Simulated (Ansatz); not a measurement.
**CaF2: pressure series**

Start from CaF₂ in the fluorite structure (space group Fm-3m, No. 225; a = 5.4204 Å).

Cell and atoms are relaxed at each pressure.

All numbers come from PBEsol (Ansatz, an electronic-structure program; PAW; 420 eV plane waves; scalar-relativistic without spin-orbit coupling), earlier PAW set.

Notes on the quantities. band gap: an upper bound: an edge found on the path is not a true extremum; the base alone.

```csv
case,band gap,shortest interatomic distance,density
base,7.25 eV,4.435 bohr,3.26 g/cm³
pressure −2 GPa,7.10 eV,4.471 bohr,3.18 g/cm³
pressure −1 GPa,7.18 eV,4.453 bohr,3.22 g/cm³
pressure 3 GPa,7.44 eV,(withheld),(withheld)
pressure 7 GPa,7.66 eV,4.334 bohr,3.49 g/cm³
pressure 15 GPa,8.04 eV,4.248 bohr,3.71 g/cm³
pressure 30 GPa,8.60 eV,4.131 bohr,4.03 g/cm³
pressure 50 GPa,8.80 eV,4.019 bohr,4.38 g/cm³
pressure 75 GPa,8.97 eV,3.918 bohr,4.73 g/cm³
pressure 100 GPa,9.10 eV,3.839 bohr,5.02 g/cm³
```

Task: Fill in the withheld entries from the trend.

Result: 
- pressure 3 GPa, shortest interatomic distance: 4.388 bohr
- pressure 3 GPa, density: 3.36 g/cm³

Load acts through the strain it causes; cell and atoms are relaxed under it. Whether these cells are dynamically stable was not tested. No other phases were tried under pressure.
